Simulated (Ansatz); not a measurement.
Response to strain in Mg

The parent structure is Mg in the hcp (Mg type) structure (space group P6_3/mmc, No. 194; a = 3.175 Å, c = 5.163 Å; relaxed with 0.1 eV smearing). Axes: x lies along a and z along c of the hexagonal cell.

Strains are applied to the cell and any free atomic positions relax.

Method: plane-wave PAW DFT at the PBEsol level (Ansatz, a program for electronic structure, 420 eV), spin-orbit coupling left out.

Notes on the quantities. pressure: mean of the normal stresses, compression positive; energy relative to the base: free energy F.

```tsv
variant	pressure	energy relative to the base	shortest interatomic distance
base	0.0 GPa	0 meV/atom	3.166 Å
uniaxial strain ε_xx = −3.00 %	1.2 GPa	+4.7 meV/atom	3.080 Å
uniaxial strain ε_xx = −2.00 %	0.8 GPa	[?]	3.112 Å
uniaxial strain ε_xx = −1.50 %	0.6 GPa	+1.1 meV/atom	3.127 Å
uniaxial strain ε_xx = −0.50 %	0.2 GPa	+0.1 meV/atom	3.159 Å
uniaxial strain ε_xx = +0.50 %	-0.2 GPa	+0.1 meV/atom	3.166 Å
uniaxial strain ε_xx = +1.00 %	-0.4 GPa	+0.5 meV/atom	3.171 Å
uniaxial strain ε_xx = +1.50 %	-0.5 GPa	[?]	3.173 Å
uniaxial strain ε_xx = +2.00 %	-0.7 GPa	[?]	3.176 Å
uniaxial strain ε_xx = +3.00 %	-1.0 GPa	+3.9 meV/atom	3.181 Å
```

Fill in the withheld entries from the trend.


- uniaxial strain ε_xx = −2.00 %, energy relative to the base: +2.0 meV/atom
- uniaxial strain ε_xx = +1.50 %, energy relative to the base: +1.0 meV/atom
- uniaxial strain ε_xx = +2.00 %, energy relative to the base: +1.8 meV/atom

Whether these cells are dynamically stable was not tested.
